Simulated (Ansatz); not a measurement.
The parent structure is PbTe in the rock salt structure (space group Fm-3m, No. 225; a = 6.442 Å).

Structures relaxed with Kohn–Sham DFT with the PBEsol functional, run in Ansatz (a quantum-chemistry and plane-wave program) with PAW and 420 eV plane waves, no SOC, earlier PAW set.

Base:

Simulated powder pattern, Cu Kα1, λ = 1.54056 Å (kinematic, ideal powder, no thermal factors, no anomalous dispersion; the 14 strongest lines at most, above 2 %, up to 2θ = 90°):

| 2θ (°) | I/Imax (%) | hkl |
|---|---|---|
| 23.90 | 11 | (111) |
| 27.67 | 100 | (200) |
| 39.53 | 78 | (220) |
| 46.73 | 6.5 | (311) |
| 48.94 | 28 | (222) |
| 57.14 | 13 | (400) |
| 62.82 | 2.9 | (331) |
| 64.65 | 37 | (420) |
| 71.71 | 28 | (422) |
| 76.82 | 2.3 | (333) |
| 85.12 | 9.1 | (440) |

After one change:

Simulated powder pattern, Cu Kα1, λ = 1.54056 Å (kinematic, ideal powder, no thermal factors, no anomalous dispersion; the 14 strongest lines at most, above 2 %, up to 2θ = 90°):

```tsv
2θ (°)	I/Imax (%)
24.65	11
28.54	100
40.80	77
48.25	6.4
50.54	28
59.06	13
64.98	2.8
66.88	37
74.27	27
79.63	2.3
88.39	9.1
```

Task: What was done to the base?
A) pressure 0.3 GPa
B) pressure 0.7 GPa
C) pressure 5 GPa
D) pressure −2 GPa

Result: C, pressure 5 GPa. Its volume per atom is 30.53 Å³ against 33.42 Å³, and its space group is Fm-3m (No. 225).

Load acts through the strain it causes; cell and atoms are relaxed under it. Whether these cells are dynamically stable was not tested. No other phases were tried under pressure.
